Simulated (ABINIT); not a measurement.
## A self-consistent single point of VBiO₄ (I4_1/a, 12 atoms in the cell) with ABINIT

Method: PBE, PAW (JTH v2.0 PBE PAW) (plane waves; ABINIT).

Input as run:

```
# VBiO4, JTH v2.0 PBE PAW
pp_dirpath "./"
pseudos "V.GGA_PBE-JTH.xml, Bi.GGA_PBE-JTH.xml, O.GGA_PBE-JTH.xml"
acell 6.9029922787 6.9029922787 6.9029922787 Angstrom
rprim
        -0.3747166295    0.3747166295    0.8480418004
         0.3747166295   -0.3747166295    0.8480418004
         0.3747166295    0.3747166295   -0.8480418004
natom 12
ntypat 3
znucl 23 83 8
typat 1 1 2 2 3 3 3 3 3 3 3 3
xcart
        -0.0000000000    0.0000000000    5.8540260000
         2.5866660000    0.0000000000    2.9270130000
         0.0000000000    0.0000000000    0.0000000000
         0.0000000000    2.5866660000    2.9270130000
         3.3162610120    1.2932295334   -0.9264581548
         3.8801024666    0.7295950120    2.0005548452
        -0.7295950120    1.2934364666    4.9275678452
         1.2932295334   -0.7295950120    2.0005548452
         1.8570709880    1.2934364666    3.8534711548
         1.2932295334    1.8570709880    0.9264581548
         3.3162610120   -1.2934364666    3.8534711548
         1.2934364666    0.7295950120    6.7804841548
      Angstrom
ecut 30
pawecutdg 60
pawovlp -1
pawxcdev 0
ixc 11
occopt 1
nband 54
kptopt 1
ngkpt 4 4 4
nshiftk 1
shiftk 0 0 0
nstep 50
tolvrs 1.0e-10
diemac 6
prtwf 0
prtden 0
enunit 2
```

Output, abridged:

```
 Symmetries : space group I4_1/a (# 88); Bravais tI (body-center tetrag.)

 -outvars: echo values of preprocessed input variables --------
            acell      1.3044764904E+01  1.3044764904E+01  1.3044764904E+01 Bohr
           diemac      6.00000000E+00
             ecut      3.00000000E+01 Hartree
           enunit           2
              ixc          11
         kptrlatt        4    0    0      0    4    0      0    0    4
          kptrlen      3.91047227E+01
            natom          12
            nband          54
            ngfft          72      72      72
          ngfftdg          96      96      96
             nkpt          14
            nstep          50
             nsym           8
           ntypat           3
        pawecutdg      6.00000000E+01 Hartree
          pawovlp     -1.0000000000E+00
         pawxcdev           0
            rprim     -3.7471662950E-01  3.7471662950E-01  8.4804180040E-01
                       3.7471662950E-01 -3.7471662950E-01  8.4804180040E-01
                       3.7471662950E-01  3.7471662950E-01 -8.4804180040E-01
          spgroup          88
           tolvrs      1.00000000E-10
            typat      1  1  2  2  3  3  3  3  3  3  3  3
           useylm           1
             xred      4.9999999999E-01  4.9999999998E-01 -1.3433143486E-11
                       2.4999999999E-01  7.4999999998E-01  4.9999999999E-01
                      -1.1277260376E-11 -2.4710442026E-11 -1.3433143486E-11
                       7.4999999999E-01  2.4999999998E-01  4.9999999999E-01
                       1.7085000000E-01  5.6189999997E-01  8.9101000000E-01
                       3.1189999999E-01  9.2088999996E-01  8.9104999997E-01
                       6.7088999997E-01  2.7983999997E-01  1.0898999997E-01
                       2.9839999988E-02  4.2084999999E-01  1.0895000000E-01
                       5.7914999998E-01  6.8809999998E-01  6.0898999997E-01
   [... lines left out ...]

== DATASET  1 ==================================================================

 Exchange-correlation functional for the present dataset will be:
  GGA: Perdew-Burke-Ernzerhof functional - ixc=11
 Citation for XC functional:
  J.P.Perdew, K.Burke, M.Ernzerhof, PRL 77, 3865 (1996)

 Real(R)+Recip(G) space primitive vectors, cartesian coordinates (Bohr,Bohr^-1):
 R(1)= -4.8880903  4.8880903 11.0625059  G(1)=  0.0000000  0.1022894  0.0451977
 R(2)=  4.8880903 -4.8880903 11.0625059  G(2)=  0.1022894  0.0000000  0.0451977
 R(3)=  4.8880903  4.8880903-11.0625059  G(3)=  0.1022894  0.1022894  0.0000000
 Unit cell volume ucvol=  1.0572847E+03 bohr^3
 Angles (23,13,12)=  1.35986400E+02  1.35986400E+02  6.40013614E+01 degrees

 Coarse grid specifications (used for wave-functions):

 getcut: wavevector=  0.0000  0.0000  0.0000  ngfft=  72  72  72
         ecut(hartree)=     30.000   => boxcut(ratio)=   2.23862

 Fine grid specifications (used for densities):

 getcut: wavevector=  0.0000  0.0000  0.0000  ngfft=  96  96  96
         ecut(hartree)=     60.000   => boxcut(ratio)=   2.11095

   1.42629096E+04                                ecore*ucvol(ha*bohr**3)

_setup2: Arith. and geom. avg. npw (full set) are    8300.703    8300.692
--- !BeginCycle
solver: {iscf: 17, nstep: 50, nline: 4, wfoptalg: 10, }
tolerances: {tolvrs: 1.00E-10, }
...

     iter   Etot(hartree)      deltaE(h)  residm     nres2
 ETOT  1  -373.85633367321    -3.739E+02 1.621E+01 6.197E+03
 ETOT  2  -436.01558700461    -6.216E+01 1.490E+00 1.698E+04
 ETOT  3  -422.90508754588     1.311E+01 1.415E+00 7.917E+03
 ETOT  4  -424.26381750470    -1.359E+00 5.969E-02 5.743E+03
 ETOT  5  -422.07971206498     2.184E+00 3.305E-02 4.399E+03
 ETOT  6  -420.47666918514     1.603E+00 2.420E-02 3.332E+03
   [... 22 lines left out ...]
 ETOT 29  -417.89607542107    -6.018E-09 2.760E-04 7.373E-07
 ETOT 30  -417.89607542104     3.024E-11 5.593E-04 2.596E-08
 ETOT 31  -417.89607542116    -1.195E-10 1.840E-04 4.648E-09
 ETOT 32  -417.89607542117    -4.093E-12 3.093E-04 8.183E-10
 ETOT 33  -417.89607542117    -7.674E-12 1.718E-04 4.561E-11
 At SCF step   33       nres2   =  4.56E-11 < tolvrs=  1.00E-10 =>converged.

 Cartesian components of stress tensor (hartree/bohr^3)
  sigma(1 1)=  3.34508977E-05  sigma(3 2)=  0.00000000E+00
  sigma(2 2)=  3.34508977E-05  sigma(3 1)=  0.00000000E+00
  sigma(3 3)=  1.92230973E-05  sigma(2 1)=  0.00000000E+00

 ----iterations are completed or convergence reached----

 reduced coordinates (array xred) for   12 atoms
       0.499999999989      0.499999999975     -0.000000000013
       0.249999999989      0.749999999975      0.499999999987
      -0.000000000011     -0.000000000025     -0.000000000013
       0.749999999989      0.249999999975      0.499999999987
       0.170850000002      0.561899999974      0.891010000001
       0.311899999988      0.920889999960      0.891049999972
       0.670889999973      0.279839999974      0.108989999972
       0.029839999988      0.420849999989      0.108950000001
       0.579149999975      0.688099999976      0.608989999972
       0.438099999990      0.329109999991      0.608950000001
       0.079110000004      0.970159999976      0.391010000001
       0.720159999990      0.829149999962      0.391049999972
 cartesian forces (eV/Angstrom) at end:
    1      0.00000000000000     0.00000000000000     0.00000000000000
    2      0.00000000000000     0.00000000000000     0.00000000000000
    3      0.00000000000000     0.00000000000000     0.00000000000000
    4      0.00000000000000     0.00000000000000     0.00000000000000
    5     -0.11297881023128     0.19712274960626     0.15143815118183
    6     -0.19712274960626    -0.11297881023128     0.15143815118183
    7      0.11297881023128    -0.19712274960626     0.15143815118183
    8      0.19712274960626     0.11297881023128     0.15143815118183
    9      0.11297881023128    -0.19712274960626    -0.15143815118183
   10      0.19712274960626     0.11297881023128    -0.15143815118183
   11     -0.11297881023128     0.19712274960626    -0.15143815118183
   12     -0.19712274960626    -0.11297881023128    -0.15143815118183
 frms,max,avg= 1.2871597E-01 1.9712275E-01   0.000E+00  0.000E+00  0.000E+00 e/A
   [... lines left out ...]
 Fermi (or HOMO) energy (hartree) =   0.17350   Average Vxc (hartree)=  -0.37890
 Fermi (or HOMO) energy (eV) =   4.72112   Average Vxc (eV)= -10.31050
   [... lines left out ...]
 -59.54074  -59.54010  -33.44301  -33.44301  -33.44106  -33.44106  -33.43418  -33.42459
 -17.20021  -17.15743  -17.15743  -17.14844  -17.14564  -17.14316  -17.13851  -17.13187
 -17.13187  -17.10720  -13.15623  -12.06718  -11.72942  -11.72942  -11.68461  -11.54184
 -11.54184  -11.50876   -4.91184   -4.03686   -0.33808    0.23055    0.23055    0.29722
   0.99659    1.36640    1.36640    1.62768    1.65736    1.99848    1.99848    2.09122
   2.58122    2.64755    2.81340    2.81340    3.06463    3.06463    3.12166    3.31413
   3.88182    4.19303    4.19303    4.36550    7.11934    7.55450
 prteigrs : prtvol=0 or 1, do not print more k-points.

--- !EnergyTerms
comment             : Components of total free energy in Hartree
kinetic             :  8.97512240261630E+01
hartree             :  1.07639462701871E+02
xc                  : -3.63031320152160E+01
Ewald energy        : -3.00202285291142E+02
psp_core            :  1.34901312419198E+01
local_psp           : -3.46007494356440E+02
spherical_terms     :  5.37360155085542E+01
total_energy        : -4.17896078184291E+02
total_energy_eV     : -1.13715305970613E+04
...

-Cartesian components of stress tensor (GPa)         [Pressure= -8.4463E-01 GPa]
- sigma(1 1)=  9.84159224E-01  sigma(3 2)=  0.00000000E+00
- sigma(2 2)=  9.84159224E-01  sigma(3 1)=  0.00000000E+00
- sigma(3 3)=  5.65562953E-01  sigma(2 1)=  0.00000000E+00

 Calculation completed.
```

The run converged in 33 iterations.

The starting cell comes from a database of computed structures (which also holds hypothetical and non-ambient phases and stackings), without a prior relaxation at this level. Its lattice was rescaled by a random factor within 2.5 % of one.

Cost on one core of a shared machine: roughly 30 min.
